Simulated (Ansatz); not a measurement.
InAgTe2 under a change: uniaxial strain ε_zz = −2.25 %

Take InAgTe₂ in the chalcopyrite structure (space group I-42d, No. 122; a = 6.4319 Å, c = 12.7658 Å) as the base. Axes: x, y, z lie along a, b, c of the conventional cell.

One thing is altered: uniaxial strain ε_zz = −2.25 %, all other strain components held at zero; the atoms relax in the strained cell.

All numbers come from PBEsol (Ansatz, an electronic-structure program, PAW, spin-orbit coupling left out). Γ-centred 7×7×7 mesh, Fermi–Dirac width 0.05 eV.

```csv
quantity,base,changed,shift
space group,I-42d (No. 122),I-42d (No. 122),–
shortest interatomic distance,2.746 Å,2.725 Å,-0.021 Å
energy relative to the base (free energy F),0 meV/atom,+3.0 meV/atom,+3.0 meV/atom
band gap,0.08 eV,0.10 eV,+0.025 eV
gap character,direct at Γ,direct at Γ,–
"valence-band top at Γ (three highest levels, from the VBM)","0.00, -0.07, -0.07 eV","0.00, -0.14, -0.14 eV",–
"stress (xx, yy, zz, yz, xz, xy; compression positive)",–,"(0.93, 0.93, 1.30, 0.00, 0.00, 0.00) GPa",–
```

Spin-orbit coupling, missing from the scalar runs, can matter with Te. Whether these cells are dynamically stable was not tested. A zero or small gap of InAgTe2 can be the functional's error rather than a property of the material.
